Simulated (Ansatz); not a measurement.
LaScO3 (Pnma, No. 62) was calculated with LDA (Ansatz, an electronic-structure program, plane waves, PAW).

Run with plane-wave cutoff 520 eV, 6×4×6 k mesh (along the axes of the cell as run), Fermi–Dirac smearing 0.01 eV, scalar-relativistic PAW data made under PBE.

Cell (relaxed at this level):

```cif
data_La4O12Sc4
_chemical_formula_sum 'La4 Sc4 O12'
_space_group_name_H-M_alt 'Pnma'
_space_group_IT_number 62
_space_group_name_Hall '-P 2ac 2n'
_cell_length_a 5.71013
_cell_length_b 7.96083
_cell_length_c 5.59558
_cell_angle_alpha 90.000
_cell_angle_beta 90.000
_cell_angle_gamma 90.000
loop_
_atom_site_label
_atom_site_type_symbol
_atom_site_symmetry_multiplicity
_atom_site_Wyckoff_symbol
_atom_site_fract_x
_atom_site_fract_y
_atom_site_fract_z
_atom_site_occupancy
La1 La 4 c 0.45431 0.25000 0.48870 1
Sc1 Sc 4 b 0.00000 0.00000 0.50000 1
O1 O 4 c 0.03218 0.25000 0.59843 1
O2 O 8 d 0.20438 0.05252 0.20460 1
```

Task: What does this level give for the band gap?

Result: 
band gap: 3.90 eV (on the SCF k mesh)

Note: the relaxation could not lower the start's symmetry, so the cell can be a saddle point above a distorted one.

Spin–orbit coupling is not included.

Computed values are for the static lattice.

The result took roughly 15 core-minutes.
